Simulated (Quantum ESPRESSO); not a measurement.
Input and output of a self-consistent single point for LaOF (R-3m, 6 atoms in the cell) (Quantum ESPRESSO).

Method of the run: LDA (PZ), GBRV 1.5 ultrasoft (LDA) pseudopotentials (plane waves; Quantum ESPRESSO).

The change in words: lattice scaled by 0.98. Reference geometry:
```
LaOF
1.0
    2.06074    -1.18977     6.85773
    0.00000     2.37954     6.85773
   -2.06074    -1.18977     6.85773
La O F
2 2 2
Cartesian
  0.00000   0.00000  15.26324
  0.00000   0.00000   5.30994
  0.00000   0.00000  12.81106
  0.00000   0.00000   7.76211
  0.00000   0.00000  17.91224
  0.00000   0.00000   2.66093
```

Reference input (self-consistent single point, DFT, LDA (PZ), plane waves, GBRV 1.5 ultrasoft (LDA) pseudopotentials): ecutwfc = 40 Ry; ecutrho = 200 Ry; occupations = fixed; potentials = {La: la_lda_v1.uspp.F.UPF, O: o_lda_v1.2.uspp.F.UPF, F: f_lda_v1.4.uspp.F.UPF}; K_POINTS = automatic 7 7 7 0 0 0; nbnd = 32; conv_thr = 1e-10 Ry; mixing_beta = 0.5. This run's input differs from it in these lines:

```diff
@@ -10,4 +10,4 @@
    ibrav = 5,
-   A = 7.25882999,
-   cosAB = 0.8388075128,
+   A = 7.11365292,
+   cosAB = 0.8388074892,
    nat = 6,
```

The program printed (abridged):

```
     Self-consistent Calculation

     iteration #  1     ecut=    40.00 Ry     beta= 0.50

     negative rho (up, down):  1.651E-01 0.000E+00

     total energy              =    -366.56244885 Ry
     estimated scf accuracy    <       1.66316831 Ry

     iteration #  2     ecut=    40.00 Ry     beta= 0.50

     negative rho (up, down):  1.348E-01 0.000E+00

     total energy              =    -366.86879817 Ry
     estimated scf accuracy    <       1.77013068 Ry

     iteration #  3     ecut=    40.00 Ry     beta= 0.50

     negative rho (up, down):  1.318E-01 0.000E+00

     total energy              =    -367.21805770 Ry
     estimated scf accuracy    <       0.04511550 Ry

   [... 12 blocks of this kind left out ...]

     iteration # 16     ecut=    40.00 Ry     beta= 0.50

     negative rho (up, down):  1.294E-01 0.000E+00

     total energy              =    -367.22803224 Ry
     estimated scf accuracy    <          1.2E-10 Ry

     iteration # 17     ecut=    40.00 Ry     beta= 0.50

     negative rho (up, down):  1.294E-01 0.000E+00
     End of self-consistent calculation

     highest occupied, lowest unoccupied level (ev):     8.1273   12.4307

!    total energy              =    -367.22803224 Ry
     estimated scf accuracy    <          4.4E-13 Ry

     convergence has been achieved in  17 iterations

     negative rho (up, down):  1.294E-01 0.000E+00

     Forces acting on atoms (cartesian axes, Ry/au):

     atom    1 type  1   force =     0.00000000    0.00000000   -0.00088991
     atom    2 type  1   force =     0.00000000   -0.00000000    0.00088991
     atom    3 type  2   force =     0.00000000    0.00000000    0.00260549
     atom    4 type  2   force =     0.00000000   -0.00000000   -0.00260549
     atom    5 type  3   force =    -0.00000000   -0.00000000    0.00193736
     atom    6 type  3   force =     0.00000000    0.00000000   -0.00193736

     Total force =     0.004761     Total SCF correction =     0.000003

     negative rho (up, down):  1.294E-01 0.000E+00
          total   stress  (Ry/bohr**3)                   (kbar)     P=      -56.88
  -0.00038618   0.00000000  -0.00000000          -56.81        0.00       -0.00
  -0.00000000  -0.00038618  -0.00000000           -0.00      -56.81       -0.00
   0.00000000  -0.00000000  -0.00038768            0.00       -0.00      -57.03

   JOB DONE.
```

The run converged in 17 iterations. Against the reference run the free energy goes down by 53.5 meV/atom, the pressure goes from -11.70 to -5.69 GPa, the largest force goes from 0.335 to 0.067 eV/Å and the gap on the mesh goes from 4.198 to 4.303 eV. The full log also holds: “c_bands:  3 eigenvalues not converged”.

The starting cell comes from a database of computed structures (which also holds hypothetical and non-ambient phases and stackings), without a prior relaxation at this level. Its lattice was rescaled by a random factor within 2.5 % of one. For this run, on top of that: lattice scaled by 0.98. With a pressure of about -6 GPa the cell is away from its equilibrium volume at this level.

Cost on one core of a shared machine: roughly 8 min.
